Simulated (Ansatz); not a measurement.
A computed series for SiO2: pressure series

Base system: SiO$_{2}$ (space group P3_221, No. 154; a = 4.949 Å, c = 5.441 Å).

Cell and atoms are relaxed at each pressure.

Calculations: PBEsol/PAW in Ansatz (a first-principles code), no spin-orbit coupling.

Candidates:
(a) pressure −2 GPa
(b) pressure 2.1 GPa
(c) pressure 4.5 GPa
(d) pressure −1 GPa
(e) pressure 9 GPa

For the base:

| Property | Result |
|---|---|
| Band gap | 5.72 eV |

Problem. Order them by band gap, lowest first.

Solution. (a) pressure −2 GPa (5.50 eV), (d) pressure −1 GPa (5.64 eV), (b) pressure 2.1 GPa (5.87 eV), (c) pressure 4.5 GPa (6.01 eV), (e) pressure 9 GPa (6.23 eV)

Load acts through the strain it causes; cell and atoms are relaxed under it. Whether these cells are dynamically stable was not tested. Competing high-pressure phases were not computed.
